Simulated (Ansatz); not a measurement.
Consider Ga2O3 in the corundum structure (space group R-3c, No. 167; a = 4.9499 Å, c = 13.3058 Å (hexagonal axes)). Axes: x lies along a and z along c of the hexagonal cell.

One thing is altered: the cell is compressed by 0.75 % along z with no lateral relaxation, atoms relaxed at fixed cell.

All numbers come from LDA (Ansatz, a first-principles code; PAW; 420 eV plane waves; scalar-relativistic without spin-orbit coupling).

Base, band edges from the VBM (valence, conduction): Γ -0.27, 3.04; F -0.14, 6.73; S₂ -0.18, 6.65; S₀ -0.18, 6.65; L -0.16, 6.54; H₀ -0.34, 6.83; H₂ -0.34, 6.83; T -0.31, 6.02 eV.

Task: Give the band edges at the high-symmetry points of the new zone, measured from its valence-band maximum.

Result: 
```json
[
 {"point": "Γ", "valence edge (eV)": "-0.29", "conduction edge (eV)": "3.11"},
 {"point": "T", "valence edge (eV)": "-0.33", "conduction edge (eV)": "6.08"},
 {"point": "H₂", "valence edge (eV)": "-0.35", "conduction edge (eV)": "6.91"},
 {"point": "H₀", "valence edge (eV)": "-0.35", "conduction edge (eV)": "6.91"},
 {"point": "L", "valence edge (eV)": "-0.15", "conduction edge (eV)": "6.63"},
 {"point": "S₀", "valence edge (eV)": "-0.18", "conduction edge (eV)": "6.74"},
 {"point": "S₂", "valence edge (eV)": "-0.18", "conduction edge (eV)": "6.74"},
 {"point": "F", "valence edge (eV)": "-0.14", "conduction edge (eV)": "6.81"}
]
```

The gap is 3.11 eV, indirect, Γ–S₀ (50 % along) → Γ.

The cells carry an imposed strain or load. Stability against distortions was not tested.
